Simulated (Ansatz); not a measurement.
Base system: Ti in the hcp (Mg type) structure (space group P6_3/mmc, No. 194; a = 2.9009 Å, c = 4.5906 Å).

The values are results of Ansatz (a first-principles code), PBEsol, PAW, cutoff 420 eV, scalar-relativistic without spin-orbit coupling, not measurements.

Base values:

The lattice parameter a is 2.901 Å.

Modification: cell and atoms relaxed at a pressure of 4.5 GPa.

Problem. What happens to the lattice parameter a?

Solution. The lattice parameter a drops by 0.035 Å to 2.866 Å.

Load acts through the strain it causes; cell and atoms are relaxed under it. No phonon test of stability was made. All final runs are without spin polarisation.
